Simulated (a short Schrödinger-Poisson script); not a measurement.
# MOS inversion layer, Si3N4 on p-type Si(100)

Structure: MOS inversion layer, Si3N4 on p-type Si(100), at 300 K.

| layer | material | thickness (nm) | Na (cm⁻³) |
|---|---|---|---|
| 1 | Si3N4 | 1 | - |
| 2 | Si | 240 | 3.3e18 |

The device is made up for the run: typed textbook-type constants, with dimensions and the other settings drawn at random. Si3N4: permittivity 7.5, conduction-band edge (eV) 1.95, gap (eV) 5.1, electron mass (mₑ) 0.5. Si: permittivity 11.7, conduction-band edge (eV) 0, gap (eV) 1.124, Nv at 300 K (cm⁻³) 3.1e19.

Channel valleys (confinement mass, in-plane density-of-states mass, number): Δ2 0.916, 0.19, 2; Δ4 0.19, 0.417, 4. At the gate the conduction-band edge of layer 1 lies 2.42 eV − eVg above the Fermi level of the channel; the field vanishes at the back. Gaps are held at their typed values at every temperature. Mesh 0.03 nm at interfaces.

From a short Schrödinger-Poisson script (our own, NumPy): 1D Poisson equation in equilibrium, electrons quantum, Hartree (BenDaniel-Duke, 12 states a valley, the channel's in-plane mass for all, wave functions ending at the dielectric), parabolic valleys, classical holes, full ionisation, no traps, pinning or gate leakage.

```
Vg (V)  electrons (cm⁻²)  C (μF/cm²)  Δ2 E0 (meV)  Δ2 E1 (meV)  Δ4 E0 (meV)  Δ4 E1 (meV)
------  ----------------  ----------  -----------  -----------  -----------  -----------
0.45              1.23e7       0.516        330.8        447.1        438.1        622.4
0.5               6.48e7       0.504        287.7        406.3        397.1        585.7
0.55              3.45e8       0.495        244.3        365.2        355.9        548.5
0.6               1.84e9       0.491        200.8        324.0        314.4        511.1
0.65              9.84e9       0.519        157.4        282.7        273.0        473.4
0.7              5.05e10       0.692        114.9        242.3        232.4        436.5
0.75             2.19e11        1.27         76.4        206.0        196.1        403.3
0.8              6.58e11        2.12         46.6        178.5        168.6        378.5
0.85             1.37e12        2.76         25.4        159.8        150.2        362.0
0.9              2.26e12        3.14          9.6        146.7        137.4        350.7
0.95             3.25e12        3.37         -3.1        136.6        127.7        342.4
1                4.30e12        3.53        -14.0        128.5        119.9        335.8
1.05             5.41e12        3.64        -23.7        121.4        113.2        330.2
1.1              6.54e12        3.72        -32.7        115.2        107.3        325.3
1.15             7.70e12        3.79        -41.2        109.5        101.9        320.9
1.2              8.88e12        3.84        -49.2        104.1         96.9        316.9
1.25             1.01e13        3.89        -57.0         99.1         92.2        313.1
1.3              1.13e13        3.93        -64.6         94.3         87.7        309.6
1.35             1.25e13        3.96        -72.0         89.8         83.4        306.3
1.4              1.37e13        3.99        -79.3         85.4         79.3        303.1
1.45             1.50e13        4.02        -86.4         81.2         75.3        300.2
```

Subbands count from the Fermi level.
